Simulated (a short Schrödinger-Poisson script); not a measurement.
System: symmetric double-gate stack, HfO2 on p-type Si(100), at 300 K.

```tsv
layer	material	thickness (nm)	Na (cm⁻³)
1	HfO2	11.4	-
2	Si	20	1e17
3	HfO2	11.4	-
```

The device is made up for the run: typed textbook-type constants, with dimensions and the other settings drawn at random. HfO2: permittivity 22, conduction-band edge (eV) 1.55, gap (eV) 5.7, electron mass (mₑ) 0.2. Si: permittivity 11.7, conduction-band edge (eV) 0, gap (eV) 1.124, Nv at 300 K (cm⁻³) 3.1e19.

Channel valleys (confinement mass, in-plane density-of-states mass, number): Δ2 0.916, 0.19, 2; Δ4 0.19, 0.417, 4. At the gates, both at one voltage, the conduction-band edge of layer 1 lies 1.73 eV − eVg above the Fermi level of the channel. Gaps are held at their typed values at every temperature. Mesh 0.03 nm at interfaces.

From a short Schrödinger-Poisson script (our own, NumPy): 1D Poisson equation in equilibrium, electrons classical, Boltzmann, parabolic valleys, classical holes, full ionisation, no traps, pinning or gate leakage.

The same stack at other levels of the model or other numerical settings:

| run | sheet density of all electrons at Vg = 1.6 V (cm⁻²) | sheet density of all electrons at Vg = 0.4 V (cm⁻²) | capacitance of both gates at Vg = 1.6 V (μF/cm²) | rough cost against the base |
|---|---|---|---|---|
| base | 2.83e13 | 4.70e12 | 3.28 | about 1 |
| electrons treated as classical, Fermi-Dirac | 2.73e13 | 4.66e12 | ? | 3 |
| electrons treated as quantum, Hartree | ? | ? | 2.86 | 30 |
| mesh six times as coarse | 2.79e13 | 4.66e12 | 3.23 | about 1 |

Fill in the missing entries.


- electrons treated as classical, Fermi-Dirac, capacitance of both gates at Vg = 1.6 V (μF/cm²): 3.12
- electrons treated as quantum, Hartree, sheet density of all electrons at Vg = 1.6 V (cm⁻²): 2.41e13
- electrons treated as quantum, Hartree, sheet density of all electrons at Vg = 0.4 V (cm⁻²): 3.88e12

The classical rows ignore confinement, and Boltzmann statistics overrate the density once the band edge passes the Fermi level.
